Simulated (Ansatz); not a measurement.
Data:

```
Mg2Ge
1.0
    0.00000     3.19039     3.19039
    3.19039     0.00000     3.19039
    3.19039     3.19039     0.00000
Mg Ge
2 1
Direct
  0.25000   0.25000   0.25000
  0.75000   0.75000   0.75000
  0.00000   0.00000   0.00000
```

No spin polarisation.

Computed with DFT with LDA, PAW potentials and a 420 eV plane-wave cutoff in Ansatz (a first-principles code), no spin-orbit coupling. Settings: 13×13×13 k-points, 0.05 eV Fermi–Dirac smearing.

Task: What is the computed pressure?

Result: -2.29 GPa.

Task: Estimate the gap character.

Result: Indirect, Γ → X.

The cells carry an imposed strain or load. No phonon test of stability was made. The cell was made from Mg2Ge in the anti-fluorite structure (space group Fm-3m, No. 225) by this change: isotropic strain +1.50 %. A zero or small gap of Mg2Ge can be the functional's error rather than a property of the material.
